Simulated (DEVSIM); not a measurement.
Simulated with DEVSIM: 1D drift-diffusion, Boltzmann statistics, complete ionisation; no tunnelling, impact ionisation, image-force lowering or self-heating.

Structure: Si p-i-n diode, at 300 K.

| layer (left to right) | material | thickness (μm) | Nd (cm⁻³) | Na (cm⁻³) | τn (s) | τp (s) |
|---|---|---|---|---|---|---|
| 1 | Si | 0.380 | - | 2.4e17 | 5.3e-5 | 5.3e-5 |
| 2 | Si | 0.210 | 9.5e13 | - | 5.3e-5 | 5.3e-5 |
| 3 | Si | 1.70 | 1.6e18 | - | 5.3e-5 | 5.3e-5 |

Left contact: ohmic. Right contact: ohmic. Voltage is applied to the left contact. Recombination: SRH at mid-gap, radiative. Mobility is μmin + (μ − μmin)/(1 + (N/Nref)^α).

The device is made up for the run: typed textbook-type constants, with dimensions and the other settings drawn at random. Values at 300 K. The table also holds parameters that only a changed run uses.

```
parameter           Si
-------------  -------
gap (eV)         1.124
affinity (eV)     4.05
permittivity      11.7
Nc (cm⁻³)      2.86e19
Nv (cm⁻³)       3.1e19
μn (cm²/Vs)       1417
μp (cm²/Vs)        470
μn,min              52
μp,min              45
Nref,n          9.7e16
Nref,p          2.2e17
αn                0.68
αp                0.72
B (cm³/s)      4.7e-15
Cn (cm⁶/s)     2.8e-31
Cp (cm⁶/s)     9.9e-32
```

One input was changed, with this effect: dark forward voltage at 1 A/cm² 0.628 → 0.602 V; dark forward voltage at 100 A/cm² 0.747 → 0.722 V.

Which change was it?
A) doping Nd of layer 2 9.5e+13 → 9.5e+12 cm^-3
B) thickness of layer 2 0.21 → 0.073 μm
C) minority lifetime in layer 1 5.3e-05 → 0.0016 s
D) thickness of layer 1 0.38 → 0.65 μm
E) constant mobility in place of the doping-dependent one
F) Auger recombination switched on

E, constant mobility in place of the doping-dependent one
